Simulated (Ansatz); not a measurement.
## Fe: uniaxial strain ε_xx = +0.83 %

Base system: Fe in the bcc (W type) structure (space group Im-3m, No. 229; a = 2.787 Å; ferromagnetic; relaxed with 0.1 eV smearing). Axes: x, y, z lie along the cube axes.

Perturbation: uniaxial strain ε_xx = +0.83 %, all other strain components held at zero, atoms relaxed at fixed cell.

The values are results of DFT with PBEsol, PAW potentials and a 420 eV plane-wave cutoff in Ansatz (a first-principles code), no spin-orbit coupling, not measurements. Settings: 33×33×33 k-points, 0.1 eV Fermi–Dirac smearing.

The volume per atom grows by 0.09 Å³ (10.83 Å³ → 10.92 Å³) and the shortest interatomic distance goes up by 0.007 Å to 2.421 Å. The energy rises by 0.7 meV/atom and the pressure (mean of the normal stresses, compression positive) goes from zero to -1.8 GPa. The band gap remains zero and the magnetic state remains ferromagnetic. The largest site moment is nearly the same (2.12 μB against 2.13 μB) and the stress (xx, yy, zz, yz, xz, xy; compression positive) is (-2.6, -1.4, -1.4, 0.0, 0.0, 0.0) GPa.

Other magnetic orders, which the real material may have, were not ruled out. Whether these cells are dynamically stable was not tested. The base started in Fmmm and relaxed to Im-3m at this level.
